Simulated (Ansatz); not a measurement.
An Ansatz (a quantum-chemistry and plane-wave program) input (plane-wave PAW DFT at the r2SCAN level (Ansatz, 500 eV), without spin-orbit coupling, earlier PAW set):

Ansatz 0.2 input:
```yaml
crystal:
  lattice:
    - [3.3050319863, 0, 0]
    - [1.6525159931, 2.8622416604, 0]
    - [0, 0, 4.9645858367]
  atoms:
    - { symbol: Hf, position: [0.3333333333, 0.3333333333, 0.75] }
    - { symbol: Hf, position: [0.6666666667, 0.6666666667, 0.25] }
basis: { ecutwfc: 500, ecutrho_ratio: 4, xc_grid: 4, fft_grid_basis: typed }
kpoints: { mp_grid: { grid: [21, 21, 12] } }
hamiltonian:
  xc: r2scan
  dispersion: none
  pseudopotentials: { azcp: { folder: ./paw }, kind: paw }
scf: { occupations: { method: fermi_dirac, width: 0.1 } }
relax: { f_tol: 0.005, max_steps: 50, cell: { stress_tol: 0.01, fix: [a, b, gamma] } }
output: { forces: true, stress: true }
checkpoint: { write: state.ck, write_every: 1000 }
```

**Question.** Which symmetry and how many k-points will the program report, and about how many plane waves at Γ?

**Answer.** Space group P63/mmc (ITA 194) with 24 operations, k-points 336 of 5292, and 1147 plane waves at Γ.

**Question.** And the final pressure?

**Answer.** -4.43 GPa (compression positive).

The cells carry an imposed strain or load. No phonon test of stability was made. All final runs are without spin polarisation. The cell was made from Hf in the hcp (Mg type) structure (space group P6_3/mmc, No. 194) by this change: biaxial strain +3.34 %, plane normal [001], relaxed out of plane.
